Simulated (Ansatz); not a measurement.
## MgSe: response to strain

Base system: MgSe in the rock salt structure (space group Fm-3m, No. 225; a = 5.391 Å). Axes: x, y, z lie along the cube axes.

Strains are applied to the cell and any free atomic positions relax; under biaxial strain the out-of-plane vector relaxes too.

Calculations: LDA (Ansatz, an electronic-structure program, PAW, without spin-orbit coupling).

```csv
variant,shortest interatomic distance,out-of-plane strain
base,2.696 Å,–
"biaxial strain −2.50 %, plane normal [111], relaxed out of plane",2.665 Å,…
"biaxial strain −1.67 %, plane normal [111], relaxed out of plane",2.675 Å,…
"biaxial strain −1.25 %, plane normal [111], relaxed out of plane",2.680 Å,+0.75 %
"biaxial strain −0.83 %, plane normal [111], relaxed out of plane",2.685 Å,+0.50 %
"biaxial strain +0.42 %, plane normal [111], relaxed out of plane",…,-0.25 %
"biaxial strain +1.25 %, plane normal [111], relaxed out of plane",2.712 Å,-0.74 %
"biaxial strain +1.67 %, plane normal [111], relaxed out of plane",…,-0.99 %
"biaxial strain +2.08 %, plane normal [111], relaxed out of plane",2.722 Å,-1.23 %
"biaxial strain +2.50 %, plane normal [111], relaxed out of plane",2.728 Å,-1.48 %
```

Problem. What belongs in the blanks?

Solution. 
- biaxial strain −2.50 %, plane normal [111], relaxed out of plane, out-of-plane strain: +1.50 %
- biaxial strain −1.67 %, plane normal [111], relaxed out of plane, out-of-plane strain: +1.00 %
- biaxial strain +0.42 %, plane normal [111], relaxed out of plane, shortest interatomic distance: 2.701 Å
- biaxial strain +1.67 %, plane normal [111], relaxed out of plane, shortest interatomic distance: 2.717 Å

No phonon test of stability was made.
